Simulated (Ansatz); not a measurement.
**Ba3SiO: x(S) = 0.5, 10 atoms, P4/mmm (arrangement B)**

Consider Ba3SiO in the anti-perovskite structure (space group Pm-3m, No. 221; a = 5.290 Å; a cell from a computed database, its experimental status unchecked).

The other end (x = 1) is Ba3SiS in the anti-perovskite structure (space group Pm-3m, No. 221; a hypothetical phase, not in the database extracts checked): 40.11 Å³/atom, gap zero; this end may not be an ambient phase.

It is then changed as follows: a fraction x = 0.5 of the O sites is given to S, ordered in a cell of 10 atoms (starting symmetry P4/mmm) and fully relaxed.

Calculations: PBEsol (Ansatz, a quantum-chemistry and plane-wave program, PAW, scalar-relativistic without spin-orbit coupling). k-mesh 8×8×5 (Γ-centred); smearing 0.05 eV (Fermi–Dirac), for the changed cell.

| quantity | base | changed | shift |
|---|---|---|---|
| volume per atom | 29.60 Å³ | 34.99 Å³ | +5.381 Å³ |
| density | 5.12 g/cm³ | 4.41 g/cm³ | -0.71 g/cm³ |
| shortest interatomic distance | 2.645 Å | 2.511 Å | -0.134 Å |
| band gap | zero | zero | – |
| mixing energy (to 0.01 eV only: unlike meshes or grids) (against an end that may be hypothetical) | – | +0.04 eV/atom | – |
| deviation of the volume from the linear (Vegard-type) interpolation | – | +0.4 % | – |

Final structure:

```xyz
10
Lattice="5.6411 0.0000 0.0000 0.0000 5.6411 0.0000 0.0000 0.0000 10.9942" Properties=species:S:1:pos:R:3 pbc="T T T"
Ba     0.0000     2.8205     0.0000
Ba     0.0000     2.8205     5.4971
Ba     2.8205     0.0000     0.0000
Ba     2.8205     0.0000     5.4971
Ba     2.8205     2.8205     8.0077
Ba     2.8205     2.8205     2.9865
Si     0.0000     0.0000     8.0950
Si     0.0000     0.0000     2.8992
S      2.8205     2.8205     0.0000
O      2.8205     2.8205     5.4971
```

Each cell is one ordered arrangement of few atoms, which overstates ordering effects compared with a random alloy. No phonon test of stability was made. The final runs are not spin-polarised. The zero or small gap of Ba6Si2SO, Ba3SiO and Ba3SiS can change with the level of theory.
